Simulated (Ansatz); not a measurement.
For C11b MoSi2, revPBE in Ansatz (PAW) gives:

```
Property              Value
------------------  -------
lattice constant a  3.227 Å
c axis length       7.896 Å
```

Problem. What does HSE06 (Ansatz, an electronic-structure program, PAW) give for the same quantities?

Solution. 
- lattice constant a: 3.191 Å (drops by 1.1 %)
- lattice parameter c: 7.799 Å (falls by 1.2 %)

For comparison: lattice constant a 3.205 Å (measured, temperature not stated, not corrected to a static lattice; as tabulated in Pavlosiuk et al. (2022), arXiv:2202.05362); lattice parameter c 7.845 Å (measured, temperature not stated, not corrected to a static lattice; as tabulated in Pavlosiuk et al. (2022), arXiv:2202.05362).

Changes are worked out from the printed values.

Unless a cell is named, each level is at its own relaxed cell (revPBE 13.71, HSE06 13.24 Å³/atom).

Caveats: exact exchange on metals is sensitive to the k mesh and can open a false gap (HSE06). Ansatz's density-functional and Hartree–Fock values are scalar-relativistic unless marked +SOC, with PAW data made under PBE.
